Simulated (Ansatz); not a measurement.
A periodic model of amorphous Zr₂₀O₄₁K₂:

```xyz
63
Lattice="9.0340 -0.1492 0.2242 -0.1492 9.2849 -0.0154 0.2242 -0.0154 9.7771" Properties=species:S:1:pos:R:3 pbc="T T T"
Zr     0.9308     1.9005     1.2579
Zr     1.8482     5.7135     9.4358
Zr     4.2209     9.0220     4.3273
Zr     0.2872     3.2524     7.6544
Zr     4.6067     2.5029     2.7528
Zr     4.6296     7.7316     7.5499
Zr     7.7205     3.3253     4.4256
Zr     4.6040     5.6766     4.5525
Zr     6.8121     3.5625     0.5501
Zr     6.5193     1.4590     6.9336
Zr     3.3754     3.3178     6.4503
Zr     3.7799     0.9969     9.4332
Zr     1.1976     7.9782     2.1740
Zr     1.1430     1.0843     4.6340
Zr     4.6018     6.7219     1.2094
Zr     7.9146     6.7193     9.6185
Zr     1.8833     4.7873     2.8661
Zr     0.8008     9.2552     8.0445
Zr     6.5925     4.8664     6.9379
Zr     6.4696     0.2727     0.7656
O      4.1610     4.6611     2.6473
O      4.6140     5.0480     6.6554
O      2.5571     6.4515     1.5584
O      6.5200     7.6535     1.3848
O      6.8592     3.2363     8.2061
O      2.9764     1.9826     1.6708
O      8.4328     1.2777     7.7245
O      3.8809     7.3112     5.6866
O      5.8209     0.1701     8.5674
O      0.7643     6.2766     3.4587
O      4.2657     8.7464     0.7879
O      5.9466     2.9819     5.6034
O      1.5551     9.2333     0.5488
O      7.9891     1.8958     0.8634
O      1.5633     2.4154     6.1668
O      6.6057     3.4218     2.6759
O      0.0934     6.6894     0.9897
O      3.5746     1.7675     4.4819
O      8.6867     4.6252     9.2657
O      2.1047     4.3940     7.7984
O      4.7077     7.2717     3.2761
O      5.6032     0.6983     2.9396
O      0.6147     3.1007     3.2800
O      1.6256     1.8682     8.9227
O      0.6805     9.0098     6.0036
O      6.6286     6.7296     7.7602
O      8.0364     1.4901     5.1311
O      2.2696     8.7846     3.7831
O      0.7929     7.1352     8.2944
O      8.1625     8.7403     9.4532
O      4.3562     2.1432     7.7182
O      0.2834     0.4246     2.7284
O      6.5995     5.4035     4.8800
O      8.4956     4.1636     6.2511
O      3.8562     6.4698     9.0266
O      1.4344     4.0750     0.9551
O      5.5140     9.1746     5.9406
O      5.2751     2.1810     0.6491
O      2.8457     4.5660     4.7638
O      3.0146     8.9536     7.9304
O      6.0240     5.4084     0.4243
K      7.4329     7.9236     4.3401
K      1.3097     6.4568     5.9077
```

These are PBE, scalar-relativistic without spin-orbit coupling (plane waves to 420 eV, PAW; Ansatz, a first-principles code) values and carry that method's errors.

The cell was made by melting and quenching with the CHGNet potential and then relaxed with DFT. O atoms were pushed apart under 1.9 Å during the dynamics, to hinder bonds among them. The hot cell started wider than the set density and was brought back towards it in steps. It is the lowest in DFT energy of 2 quenches. It is a model cell: composition and starting density were chosen by hand, and all elements were melted together. No dispersion term was used. Its density started from a set value of 5.07 and ended at 5.19 g/cm³. The simulated quench (nominally 300 K/ps over its main leg) is rapid and tends to freeze in more defects than a deposited or slowly cooled glass has. A cell of this size samples the disorder only roughly. Volume and shape were free in the relaxation. On a 2×2×2 Γ-centred mesh force components of up to 0.13 eV/Å stay, since the relaxation ran on the zone centre alone.

Neighbours within Zr-Zr 3.41 Å, Zr-O 2.90 Å, Zr-K 3.94 Å, O-O 1.58 Å, O-K 3.23 Å, K-K 4.47 Å count as bonded. Two cations that share two anions don't count as bonded, nor two that share one unless they lie closer than Zr-Zr 3.32 Å, Zr-K 3.83 Å, K-K 4.34 Å.

Q: Give the coordination numbers, mean bond lengths and angles.

A: 
```yaml
Mean coordination of Zr by anions: 6.65 (8 with 6, 11 with 7, 1 with 8)
Mean coordination of O: 3.63 (15 with 3, 26 with 4)
Mean coordination of K by anions: 8.00 (1 with 7, 1 with 9)
Mean Zr-O bond: 2.182 Å (spread 0.143 Å, 133 counted)
Mean O-K bond: 2.846 Å (spread 0.203 Å, 16 counted)
Bond angle at Zr: mean 102.0°, spread 29.6°
Bond angle at O: mean 110.9°, spread 18.7°
Bond angle at K: mean 98.4°, spread 31.7°
```

Q: List the pairs of like atoms that count as bonded by the rules above.

A: There are none by these rules.
